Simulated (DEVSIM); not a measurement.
Device: abrupt Si n-p junction, at 250 K.

```
layer (left to right)  material  thickness (μm)  Nd (cm⁻³)  Na (cm⁻³)   τn (s)   τp (s)
---------------------  --------  --------------  ---------  ---------  -------  -------
1                            Si           0.110     2.5e17          -  0.00025  0.00025
2                            Si            2.80          -     1.3e15  0.00025  0.00025
```

Left contact: ohmic. Right contact: ohmic. Voltage is applied to the left contact. Recombination: SRH at mid-gap, Auger. Mobility is μmin + (μ − μmin)/(1 + (N/Nref)^α).

Constants are typed, rounded textbook-type inputs, not results; the design itself was drawn at random and stands for no fabricated device. Values at 300 K; Nc and Nv go as T^1.5, mobilities as T to minus their exponent, the gap by Varshni's rule with the affinity fixed.

```csv
parameter,Si
gap (eV),1.124
affinity (eV),4.05
permittivity,11.7
Nc (cm⁻³),2.86e19
Nv (cm⁻³),3.1e19
μn (cm²/Vs),1417
μp (cm²/Vs),470
"μn,min",52
"μp,min",45
"Nref,n",9.7e16
"Nref,p",2.2e17
αn,0.68
αp,0.72
T exponent of μn,2.3
T exponent of μp,2.2
Cn (cm⁶/s),2.8e-31
Cp (cm⁶/s),9.9e-32
Varshni α (eV/K),0.000473
Varshni β (K),636
```

Model (solved in DEVSIM): 1D drift-diffusion, Boltzmann statistics, complete ionisation; no tunnelling, impact ionisation, image-force lowering or self-heating.

The doping Nd of layer 1 was swept, all else fixed.

| doping Nd of layer 1 (cm^-3) | largest field in the device at zero bias (V/cm) | dark forward voltage at 100 A/cm² (V) | dark forward voltage at 1 A/cm² (V) | potential step across the device at zero bias (V) |
|---|---|---|---|---|
| 7.5e15 | 16000 | 0.776 | 0.617 | 0.753 |
| 2.5e16 | 17000 | 0.766 | 0.631 | 0.779 |
| 7.5e16 | 20000 | 0.760 | 0.636 | 0.803 |
| 2.5e17 | … | 0.756 | 0.638 | 0.829 |
| 7.5e17 | 45000 | 0.755 | 0.638 | 0.852 |
| 2.5e18 | 80000 | 0.755 | 0.638 | 0.878 |
| 7.5e18 | 140000 | 0.755 | 0.638 | 0.902 |

Task: What belongs in the gaps?

Result: 
- 2.5e17, largest field in the device at zero bias (V/cm): 29000
